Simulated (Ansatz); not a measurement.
Functionals compared on the (21-32) surface of hcp Zr in its 1x1 cell, outermost plane spacing 0.33 Å in the ideal cut (one of several cuts of this face), in Ansatz (plane waves, PAW). The structure was relaxed with PBE; the other rows are single points on it, each with its references at the same level. Cutoff 420 eV (500 eV for r2SCAN).

Set-up: 22 atoms, 10.1 Å thick at the start (thin: gaps and levels are the slab's own); mesh 7x5x1; 0.1 eV smearing; dipole correction on; all atoms relaxed; symmetry of the start imposed; no spin, no spin-orbit, no U. These notes are the PBE run's.

| functional | surface energy (J/m²) | work function of the top face (eV) | rough cost of the single point |
|---|---|---|---|
| PBE | 1.71 | 3.52 | – |
| LDA | 1.92 | 3.75 | about 9 core-minutes (a rough figure) |
| PBEsol | 1.87 | 3.59 | very roughly 8 core-minutes |
| RPBE | … | … | very roughly 7 core-minutes |
| r2SCAN | 1.85 | 3.51 | very roughly 15 core-minutes |

Some entries are withheld; supply them.


- RPBE, surface energy (J/m²): 1.60
- RPBE, work function of the top face (eV): 3.39

Ansatz is an electronic-structure program.
